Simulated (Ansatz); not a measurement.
A periodic model of hydrogenated amorphous carbon (C120H16):

```xyz
136
Lattice="10.7342 0.3127 -0.0873 0.3125 11.0921 0.0435 -0.0873 0.0437 10.7474" Properties=species:S:1:pos:R:3 pbc="T T T"
C      1.1298     7.7106     6.6622
C      5.7324     2.0736     0.2350
C      2.1784     2.5922     6.4095
C      4.7004     1.0894     6.5807
C      6.2463     6.1766     9.0115
C      7.9669     8.0490     2.2139
C      8.6045     3.2289     8.6548
C      8.6158     1.5618     5.3175
C      5.9349     9.7922     3.7859
C      6.5599     8.2820     5.9160
C      0.8698     5.9661     0.6002
C     10.7440     3.2045     7.6591
C     10.2595     8.4209     4.6221
C      9.7709     4.0865     8.2889
C      5.8420     8.5433     4.6384
C      0.6710     7.3285     5.3311
C      2.0318     3.0183     0.6648
C      6.2943     9.9870     2.4710
C      6.9127     6.0140    10.3180
C     10.3536    10.9925     3.9738
C      0.6347     0.1527     2.0171
C      1.1001     3.4151     7.0497
C      3.8833     0.6900     9.6883
C      8.7761     7.2672     1.1596
C      4.9575     6.5291     6.5143
C      1.6772     9.1578     3.5041
C      4.4146     7.4925     2.9149
C      1.6128     2.1911     2.8997
C      4.2195     6.7500     5.2844
C      6.6124     4.6057     1.7893
C      9.3965    11.3477     4.9080
C      5.0021    10.6643     4.5243
C      8.8977    10.3222     0.1322
C      0.3335     4.1082     2.1490
C     10.0970     5.4316     8.3971
C      2.1326    10.8083     9.5552
C     10.3208     0.8431    10.3836
C      0.0966     0.1656     7.8431
C      0.9700     8.1916    10.0583
C      5.2063     4.3313     2.1474
C      3.2224     5.9968     1.4653
C      0.2658     9.4027    10.0724
C      8.6475     2.6893     4.3736
C      6.1378     7.4893     8.3955
C      2.9180     9.3435     5.8672
C      1.7469     6.9200     4.5317
C      4.2951     5.1667     1.6723
C      9.3639     5.9488     1.6149
C      3.0118     9.9215     8.9660
C      9.9215     8.0722     0.5319
C      5.5771     5.0609     8.3925
C      6.3733     0.9663    10.2307
C      7.4206     3.3828     3.8098
C      5.0414     2.5693     8.6198
C      2.8420     6.2095     5.2831
C      9.9449     9.4105     0.0689
C      0.3396     9.3834     4.2958
C      8.3988    10.9759     6.9227
C      4.2637     1.9485     2.4969
C      3.6791    10.4704     3.9387
C      5.1857     1.2886     1.5326
C      7.6022     4.4490     2.7713
C      6.4438    10.6297     0.0643
C      5.8672     7.5056     6.9854
C      7.8962     8.3651     5.8249
C      2.9319     1.4143     2.6941
C      7.7238     2.8870     9.7122
C      5.1786     0.3169     5.5801
C      0.9412     7.0457     7.8404
C      8.8054     0.5829    10.4471
C      6.7634     4.7881     0.3334
C      9.0622     8.9140     5.4984
C      0.0009     0.5169     3.2238
C      0.5905     0.8898     0.7036
C      4.3586    10.4669     9.2480
C      8.8302     2.0208     7.8661
C      4.7793     7.6638     4.3160
C      2.0387     7.6185     3.3259
C      5.8609    11.0268     1.4697
C      3.1704     7.1387     2.4769
C      3.6636     4.5126     6.8161
C      0.4112     7.2163     0.1926
C      1.2645     4.8184     6.9255
C      0.3210     1.8349     3.5764
C      4.5276     2.2091     7.2929
C      7.3395     9.1825     1.8287
C      2.5046     0.8874    10.0305
C      5.0447     1.5850     9.7137
C      7.2443     8.4386    10.3203
C      4.8853     3.2200     3.1547
C      8.1838     1.2937     6.7225
C      4.7576     5.3366     7.2622
C     10.6735     5.5353     1.2584
C      6.1569     2.8313     3.9217
C      1.4196     3.2447     1.9868
C      3.1467    11.0518     2.7982
C      2.5290     5.2519     6.2515
C     10.2298     1.8382     7.6869
C      8.8939     4.9847     2.5591
C      8.9623    10.3389     5.8240
C      2.7773     9.5345     4.4857
C      2.2065     8.6675     6.8329
C      2.2325     5.4792     0.5721
C      1.9686    10.1679     2.2706
C      2.5076     8.7426     8.2528
C      6.2834     8.6590     9.3061
C      2.3371     4.1678    10.7139
C      9.9076     3.0052     3.7204
C      6.3692     3.5343    10.3275
C      7.5697     9.6698     0.3917
C      1.8540     1.6096     0.1824
C      0.4689     5.6562     7.7694
C      7.7296     1.4518     9.9850
C      1.6767     7.8317     8.8744
C      5.5683     3.7707     9.0400
C      3.5181     3.1556     6.8260
C      5.5958     9.8635     9.6155
C      7.7041     7.1561     0.0260
C      9.9933     4.1735     2.9516
C      0.6398    10.7868     9.4342
H      1.0650     0.0919     7.3492
H      0.7172     9.6667     5.2919
H      6.2754     0.3815     5.5284
H      6.0358     1.9651     4.5576
H      2.0729     2.6419     5.3113
H      3.7972     9.8438     6.2727
H      8.1023    10.4885     7.8468
H     10.4780    10.8390     7.3320
H      4.1491     3.6196     3.8713
H      7.7694     7.5657     3.1700
H      2.1245     1.5360     6.6796
H      2.2714     9.6092     1.3759
H      5.2685     7.3518     2.2433
H      2.7047     4.1073     9.6857
H      9.8763     7.8899     3.7416
H      9.4602     6.1170     8.9538
```

The numbers are results of PBE, scalar-relativistic without spin-orbit coupling (plane waves to 420 eV, PAW; Ansatz, an electronic-structure program), not measurements. In the spin-polarised cell the level spacing at the Fermi energy can part levels of unlike spin.

A CHGNet melt-quench gave the starting glass, which DFT then relaxed. The hot cell started wider than the set density and was brought back towards it in steps. It is the lowest in DFT energy of 4 quenches. It is a model cell: composition and starting density were chosen by hand, and all elements were melted together. No dispersion term was used. Its density started from a set value of 1.89 and ended at 1.89 g/cm³. The simulated quench (nominally 360 K/ps over its main leg) is rapid and tends to freeze in more defects than a deposited or slowly cooled glass has. One small periodic cell is one sample of the glass; other quenches scatter about these values. The volume was held where the preparation left it and the shape relaxed, at a PBE pressure of -1.4 GPa (tension). Stress components on the final sampling reach 1.4 GPa. On a 2×2×2 Γ-centred mesh force components of up to 0.16 eV/Å stay, since the relaxation ran on one k-point at (1/4, 1/4, 1/4).

Neighbours within C-C 1.80 Å, C-H 1.30 Å, H-H 0.90 Å count as bonded.

Task: Give the coordination numbers, mean bond lengths and angles.

Result: 
```
Property                                                Result
----------------------  --------------------------------------
Mean coordination of C  3.10 (3 with 2, 102 with 3, 15 with 4)
Mean coordination of H                        1.00 (16 with 1)
Mean C-C bond            1.461 Å (spread 0.067 Å, 178 counted)
Mean C-H bond             1.094 Å (spread 0.006 Å, 16 counted)
Bond angle at C                      mean 117.2°, spread 10.9°
```
